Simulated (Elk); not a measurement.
Elk run on Na₃Tl (Pm-3m, 4 atoms in the cell): self-consistent single point.

Method: Elk with LDA (PW92), all-electron FP-LAPW, Elk's shipped species files, LAPW+lo basis.

```
Na3Tl
1.0
    4.90923     0.00000     0.00000
    0.00000     4.90923     0.00000
    0.00000     0.00000     4.90923
Na Tl
3 1
Direct
  0.00000   0.50000   0.50000
  0.50000   0.00000   0.50000
  0.50000   0.50000   0.00000
  0.00000   0.00000   0.00000
```

Reference input (self-consistent single point, DFT, LDA (PW92), all-electron FP-LAPW, Elk's shipped species files, LAPW+lo basis): rgkmax = 8; stype = 0; swidth = 0.00183747 Ha; ngridk = 5 5 5; vkloff = 0.5 0.5 0.5; gmaxvr = 16 1/bohr; nxoapwlo = 1; maxscl = 100. This run's input differs from it in these lines:

```diff
@@ -16,3 +16,3 @@
 swidth
-  0.00183747
+  0.0110248
```

Output (repeated stretches shortened):

```
│ Self-consistent loop started │
│ Loop number : 1 │
 total energy                :     -20757.7558073
│ Loop number : 2 │
 total energy                :     -20757.9478552
RMS change in Kohn-Sham potential (target) :   0.6761812808E-01 (  0.1000000000E-05)
Absolute change in total energy (target)   :   0.1920479408     (  0.1000000000E-03)
│ Loop number : 3 │
 total energy                :     -20759.2903659
RMS change in Kohn-Sham potential (target) :   0.5420734047E-01 (  0.1000000000E-05)
Absolute change in total energy (target)   :    1.390522677     (  0.1000000000E-03)
│ Loop number : 4 │
   [... lines left out ...]
Absolute change in total energy (target)   :   0.3363312499E-03 (  0.1000000000E-03)
│ Loop number : 13 │
 total energy                :     -20762.6908049
RMS change in Kohn-Sham potential (target) :   0.1430733649E-06 (  0.1000000000E-05)
Absolute change in total energy (target)   :   0.1167309783E-03 (  0.1000000000E-03)
│ Loop number : 14 │
 total energy                :     -20762.6908075
RMS change in Kohn-Sham potential (target) :   0.6563273694E-07 (  0.1000000000E-05)
Absolute change in total energy (target)   :   0.3180628482E-04 (  0.1000000000E-03)
Convergence targets achieved

│ Loop number : 15 │

Energies :
 Fermi                       :     0.766245774670E-01
 total energy                :     -20762.6908153

Density of states at Fermi energy :    39.98663356
 (states/Hartree/unit cell)

Estimated indirect band gap :   0.3798995654E-02
 from k-point      9 to k-point      2
Estimated direct band gap   :   0.3127161498E-01
 at k-point      8

Charges :
 core                        :    68.00000000
 valence                     :    46.00000000
 interstitial                :    4.218402886
 muffin-tins (core leakage)
  species :    1 (Na)
   atom    1                 :    10.05984785     (  0.2220446049E-15)
   atom    2                 :    10.05984785     (  0.2220446049E-15)
   atom    3                 :    10.05984785     (  0.2220446049E-15)
  species :    2 (Tl)
   atom    1                 :    79.60205357     (  0.3665685625E-04)
 total in muffin-tins        :    109.7815971
 total calculated charge     :    113.9981228
 total charge                :    114.0000000
 error                       :   0.1877164391E-02

│ Self-consistent loop stopped │
```

The run converged in 15 iterations. The count includes the last loop, which Elk runs after its targets are met. Against the reference run the total energy goes up by 6.1 meV/atom.

The starting cell comes from a database of computed structures (which also holds hypothetical and non-ambient phases and stackings), without a prior relaxation at this level. Spin-orbit coupling is off. Values depend on the basis (sphere radii, cutoffs, local orbitals), which need not be converged. The log's line on a gap gives a spacing of levels on this mesh, which the program prints for metals too.

Cost on one core of a shared machine: roughly 70 s.
